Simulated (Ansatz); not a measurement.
Output of an Ansatz run (abridged):

```
WARN ansatz: RAYON_NUM_THREADS=1 ignored (pool sized by the plan → 1); use --threads N
Pseudopotentials: kind: paw
Pseudopotential: Zn, paw, valence charge 12
Pseudopotential: Mo, paw, valence charge 14
Crystal: 7 atoms, lattice volume = 111.938 Å³
Basis set: ecut = 420.4159175005146 eV, 2133 PW (Γ)
Bands: 52, of which v1, the nominal top of the filled ones, is band 43 counted from 1 (42 counted from 0)
Symmetry: 48 space group operations
Space group: Fm-3m (ITA 225), of the structure as read, at distance tolerance 4.8e-5 Å
k-points: 29 of 512
PAW frozen core: Zn, regenerated for the run's functional, and the local potential with it
PAW frozen core: Mo, regenerated for the run's functional, and the local potential with it
Initial density: superposition of atomic densities (neutral atoms: chi_scale 0, normalization atom), corrected by the library's trained network
Initial wavefunctions: pseudopotential atomic-orbital guess
Eigensolver: davidson
Functional: x = slater, c = lda
SCF iter   1: F=—  HF=-24320.478046 eV  |F-HF|=—  |Δ(HF+E_count)|=         —  Δρ=1.19e-2  dr2=2.75e-1  ethr=1.77e-3  ⟨swp⟩=8.8  Hψ=6566  notcnv=0  defer=5
all-band conjugate gradients solve this SCF's bands
preconditioner: auto → LDOS
SCF iter   2: F=—  HF=-24320.466723 eV  |F-HF|=—  |Δ(HF+E_count)|=   1.13e-2  Δρ=9.63e-3  dr2=5.70e-2  ethr=3.20e-4  ⟨swp⟩=2.0  Hψ=3054  notcnv=0  defer=51
SCF iter   3: F=—  HF=-24320.440498 eV  |F-HF|=—  |Δ(HF+E_count)|=   2.62e-2  Δρ=3.05e-3  dr2=5.68e-3  ethr=6.62e-5  ⟨swp⟩=2.0  Hψ=2797  notcnv=0  defer=51
SCF iter   4: F=—  HF=-24320.438291 eV  |F-HF|=—  |Δ(HF+E_count)|=   2.21e-3  Δρ=6.72e-4  dr2=5.41e-4  ethr=6.61e-6  ⟨swp⟩=2.0  Hψ=2634  notcnv=0  defer=15
SCF iter   5: F=—  HF=-24320.438241 eV  |F-HF|=—  |Δ(HF+E_count)|=   4.93e-5  Δρ=1.50e-4  dr2=2.13e-5  ethr=6.29e-7  ⟨swp⟩=2.0  Hψ=1546  notcnv=0  defer=15
SCF iter   6: F=—  HF=-24320.438244 eV  |F-HF|=—  |Δ(HF+E_count)|=   2.91e-6  Δρ=1.54e-5  dr2=2.15e-7  ethr=2.47e-8  ⟨swp⟩=2.1  Hψ=1902  notcnv=0  defer=15
SCF iter   7: F=-24320.438244 eV  HF=-24320.438244 eV  |F-HF|=8.28e-9  |Δ(HF+E_count)|=   3.36e-8  Δρ=3.06e-6  dr2=8.77e-9  ethr=1.16e-10  ⟨swp⟩=10.3  Hψ=7225  notcnv=0
SCF 1 converged in 7 iterations: F = -24320.438244 eV  dr2 = 8.77e-9
SCF converged after 7 iterations
Free energy (F): -24320.438244 eV
Harris-Foulkes:  -24320.438244 eV  (|F-HF|=8.28e-9)
Internal energy: -24320.332736 eV  (E = F + TS)
E sigma→0 (E₀):  -24320.385490 eV
Entropy (-TS):   -0.105509 eV (-15.073 meV/atom)
Fermi energy:    10.492666 eV
--- Per-component energies (eV) ---
  E_band       = 126.946443
  E_kinetic    = 1231.378398
  E_local      = -10768.048022  (includes V_loc(G=0)·N_el)
  E_nonlocal   = 3824.755482
  E_hartree    = 4445.700016
  E_xc         = -999.796057
  E_vxc        = -554.615410  (∫ρ·V_xc dr)
  E_paw        = -13604.426814  (= ΣΔE_a)
  E_vpaw       = -2497.920788  (= ΣTr[D̂ρ^β])
  E_aug_tail   = -0.002048  (compensation charges beyond the density's cutoff)
  E_ewald      = -8459.709354
  E_core_change = 9.815664  (= ΣΔE_core)
  E_smearing   = -0.105509  (= −TS)
  E_closure    = 0.000000  (closes the sum)
  Σ components = -24320.438244   (vs F -24320.438244, Δ=0.00e0)
--- Forces (eV/Å), atoms counted from 1 ---
  atom   1  Zn     0.00000000    -0.00000000    -0.00000000
   [... zero for the other atoms too ...]
  max |Σ_I F_I| component: 1.52e-28 eV/Å
--- Stress (GPa, compression-positive) ---
       -6.647770       0.000000      -0.000000
        0.000000      -6.647770      -0.000000
        0.000000       0.000000      -6.647770
  P = ⅓ Tr σ = -6.6478 GPa (-66.478 kbar)
  The stress holds the Pulay correction. Without it, at fixed plane waves, as pw.x and ABINIT print it: P = -6.6966 GPa
--- Band table (eV; the first three rows and the last of 29) ---
  k-point 0: bands = ["-49.2530", "-23.4143", "-23.4143", "-23.4143", "1.3913", "2.9474", "2.9485", "2.9485", "2.9485", "3.1236", "3.1236", "3.1236", "3.2319", "3.2319", "3.2785", "3.6340", "3.6340", "3.6340", "3.8502", "3.8502", "3.8502", "3.9865", [...]
  k-point 1: bands = ["-49.2530", "-23.4149", "-23.4145", "-23.4145", "1.5115", "2.9568", "2.9843", "2.9931", "2.9931", "3.1328", "3.1493", "3.1493", "3.2607", "3.2607", "3.3054", "3.6296", "3.6296", "3.6617", "3.8218", "3.8626", "3.8626", "3.9532", [...]
  k-point 2: bands = ["-49.2529", "-23.4164", "-23.4149", "-23.4149", "1.8541", "2.9662", "3.0888", "3.1085", "3.1085", "3.1666", "3.2179", "3.2179", "3.3496", "3.3496", "3.3849", "3.6194", "3.6194", "3.7296", "3.7419", "3.8778", "3.8953", "3.8953", [...]
  k-point 28: bands = ["-49.2528", "-23.4175", "-23.4175", "-23.4165", "3.1159", "3.1159", "3.3027", "3.3446", "3.4495", "3.4585", "3.5116", "3.5116", "3.5842", "3.5842", "3.6126", "3.6126", "3.6606", "3.7073", "3.7148", "3.7552", "3.7601", [...]
```

The structure:

```xyz
7
Lattice="0.0000 3.8252 3.8252 3.8252 0.0000 3.8252 3.8252 3.8252 0.0000" Properties=species:S:1:pos:R:3 pbc="T T T"
Zn     1.9126     1.9126     3.8252
Zn     1.9126     1.9126     0.0000
Zn     3.8252     1.9126     1.9126
Zn     0.0000     1.9126     1.9126
Zn     1.9126     3.8252     1.9126
Zn     1.9126     0.0000     1.9126
Mo     0.0000     0.0000     0.0000
```

### Question
What input produced this log?

### Answer
Other spellings and defaults could give the same log, and not every line can be read from it. The input that was run (DFT, LDA (PW92), plane waves, default PAW files made with PBE):

Ansatz 0.2 input:
```yaml
# Zn6Mo
crystal:
  lattice:
    - [0.000000, 3.825161, 3.825161]
    - [3.825161, 0.000000, 3.825161]
    - [3.825161, 3.825161, 0.000000]
  atoms:
    - { symbol: Zn, position: [0.500000, 0.500000, 0.000000] }
    - { symbol: Zn, position: [0.000000, 0.000000, 0.500000] }
    - { symbol: Zn, position: [0.000000, 0.500000, 0.500000] }
    - { symbol: Zn, position: [0.500000, 0.000000, 0.000000] }
    - { symbol: Zn, position: [0.500000, 0.000000, 0.500000] }
    - { symbol: Zn, position: [0.000000, 0.500000, 0.000000] }
    - { symbol: Mo, position: [0.000000, 0.000000, 0.000000] }
basis:
  ecutwfc: 30.9 Ry
kpoints:
  mp_grid: { grid: [8, 8, 8] }
hamiltonian:
  xc: lda
  pseudopotentials: { kind: paw }
scf:
  occupations: { method: fermi_dirac, width: 0.0073 Ry }
output:
  forces: true
  eigenvalues: true
  stress: true
```

The starting cell comes from a database of computed structures (which also holds hypothetical and non-ambient phases and stackings), without a prior relaxation at this level. Its lattice was rescaled by up to half a per cent. Spin polarisation is off. With a pressure of about -7 GPa the cell is away from its equilibrium volume at this level. Ansatz's pressure includes its estimate of the finite-basis (Pulay) stress.

Ansatz is a first-principles code.
